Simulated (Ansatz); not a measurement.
The starting structures come from a database of crystals and need not be the phases stable at ambient conditions.

Evanescent states of CsBH₄ (F-43m, not sure to be the ambient phase, 6 atoms a cell, 16.4 Å³ an atom) along the normal of (001)

The numbers are results of PBEsol (plane waves, PAW; Ansatz, an electronic-structure program), not measurements.

No gap correction and no spin-orbit coupling; mid-gap values are interpolated between computed energies.

Energies count from the valence-band top; κ is the least over a 6×6 mesh across the current.

```tsv
E (eV)	κ (1/Å)	where
0.13	0.157	Γ
0.39	0.236	Γ
0.65	0.281	Γ
0.91	0.312	Γ
1.17	0.335	Γ
1.43	0.352	Γ
1.69	0.365	Γ
1.95	0.374	Γ
2.21	0.380	Γ
2.47	0.384	Γ
2.73	0.386	Γ
2.99	0.385	Γ
3.25	0.383	Γ
3.51	0.378	Γ
3.77	0.371	Γ
4.03	0.361	Γ
4.29	0.349	Γ
4.55	0.334	Γ
4.81	0.303	off Γ
5.07	0.247	off Γ
5.33	0.168	off Γ
```

Question: How thick must the barrier be to attenuate the transmission by 10^4 when the electrodes' Fermi level lies at 3.25 eV, and what attenuation does that film give at 3.51 eV?

Answer: d = 4 ln 10 / (2 × 0.383) = 12.0 Å. At 3.51 eV it gives 4 × 0.378/0.383 = 3.9 decades.
